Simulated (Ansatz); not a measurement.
Seebeck coefficient (μV/K, mean over directions) of n-type ZnS (F-43m) against carrier density, PBE with spin-orbit coupling, rigid bands (Ansatz, a program for electronic structure). Computed gap 2.21 eV; densities at which minority carriers matter at this gap, or further valleys turn the trend, are left out. Conductivity mass 0.189 mₑ (harmonic mean over directions), N_c = 2.0e18 cm⁻³ at 300 K.

| electron density | 300 K | 500 K |
|---|---|---|
| 1e16 cm⁻³ | -669 | -737 |
| 1e17 cm⁻³ | ___ | -539 |
| 1e18 cm⁻³ | -276 | -343 |
| 3e18 cm⁻³ | -189 | -252 |
| 1e19 cm⁻³ | -109 | -161 |
| 3e19 cm⁻³ | -58 | ___ |
| 1e20 cm⁻³ | -29 | ___ |
| 3e20 cm⁻³ | -16 | -27 |

### Question
Fill in the missing entries.

### Answer

- 1e17 cm⁻³, 300 K: -471
- 3e19 cm⁻³, 500 K: -94
- 1e20 cm⁻³, 500 K: -48

Rigid bands with a gap fixed in temperature, one relaxation time for all states, no polarons or phonon drag, and whether or not such doping can be reached. Geometry: cell and atoms relaxed with PBEsol.
